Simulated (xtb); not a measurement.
xtb 6.7.1, GFN2-xTB: Ge(NCO)(NMe2)3 (C[N](C)[Ge]([N]=C=O)([N](C)C)[N](C)C), 31 atoms. The geometry is a generated start, not checked to be a minimum at this level.

```
Item                      Result
-----------------  -------------
run flags                 --grad
method                  GFN2-xTB
--acc                1 (default)
--etemp (K)        300 (default)
basis functions               76
valence electrons             76
```

One run each on 1 thread. Values of broydamp tried: 0.02, 0.05, 0.1, 0.2, 0.4 (default), 0.6, 0.8, 1.

**Question.** How does the count of SCC iterations change with broydamp, and where is it least?

**Answer.** Fewest SCC iterations, within one of each other: 0.2 with 14, 0.4 (default) with 13, 0.6 with 13, 0.8 with 14, 1 with 14. The count rises to 20 at 0.02. All converge to one solution.

| broydamp | SCC iterations | end |
|---|---|---|
| 0.02 | 20 | same solution |
| 0.05 | 18 | same solution |
| 0.1 | 16 | same solution |
| 0.2 | 14 | same solution |
| 0.4 (default) | 13 | same solution |
| 0.6 | 13 | same solution |
| 0.8 | 14 | same solution |
| 1 | 14 | same solution |
